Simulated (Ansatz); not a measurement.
Base system: GaCuSe2 in the chalcopyrite structure (space group I-42d, No. 122; a = 5.570 Å, c = 11.075 Å).

Computed with Ansatz (a quantum-chemistry and plane-wave program) PBEsol, spin-orbit coupling left out.

Before the change:

The pressure is 0.00 GPa.

Modification: every lattice vector is stretched by 2.25 %, atoms relaxed at fixed cell.

Q: How does this affect the pressure and energy relative to the base?

A: The pressure (mean of the normal stresses, compression positive) goes from zero to -4.02 GPa; the energy grows by 20 meV/atom.

The cells carry an imposed strain or load. Whether these cells are dynamically stable was not tested. The final runs are not spin-polarised.
